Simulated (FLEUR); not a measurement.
Band structure of AlNi (Pm-3m, 2 atoms in the cell).

```
AlNi
1.0
    2.86686     0.00000     0.00000
    0.00000     2.86686     0.00000
    0.00000     0.00000     2.86686
Al Ni
1 1
Direct
  0.50000   0.50000   0.50000
  0.00000   0.00000   0.00000
```

Method of the run: PBE, all-electron FLAPW (FLEUR), scalar-relativistic valence.

Settings: Kmax = 4.6 1/bohr; GmaxXC = 18.4 1/bohr; xcFunctional = pbe; jspins = 1; l_soc = F; mode = hist; fermiSmearingEnergy = 0.00499791 Htr; mesh (inpgen div1-3) = 11 11 11; inpgen gamma flag = false; Gmax = 18.4 1/bohr; numbands = 0; maxIterBroyd = 15; imix = Anderson; alpha = 0.05.

The starting cell comes from a database of computed structures (which also holds hypothetical and non-ambient phases and stackings), without a prior relaxation at this level. Its lattice was rescaled by a random factor within 2.5 % of one. Spin polarisation is off. Values depend on the basis (sphere radii, cutoffs, local orbitals), which need not be converged.

Levels in eV from the Fermi level, bands 6 to 13:
```json
[
 {"point": "Γ", "6": "-3.29", "7": "-1.55", "8": "-1.55", "9": "-1.55", "10": "5.54", "11": "5.54", "12": "5.54", "13": "8.39"},
 {"point": "X", "6": "-2.80", "7": "-2.28", "8": "-2.28", "9": "-1.46", "10": "-0.63", "11": "8.29", "12": "10.07", "13": "10.07"},
 {"point": "M", "6": "-2.94", "7": "-2.94", "8": "-2.10", "9": "-2.10", "10": "-1.01", "11": "1.51", "12": "2.59", "13": "12.38"},
 {"point": "R", "6": "-4.17", "7": "-0.98", "8": "-0.98", "9": "1.97", "10": "1.97", "11": "1.97", "12": "3.82", "13": "4.60"}
]
```
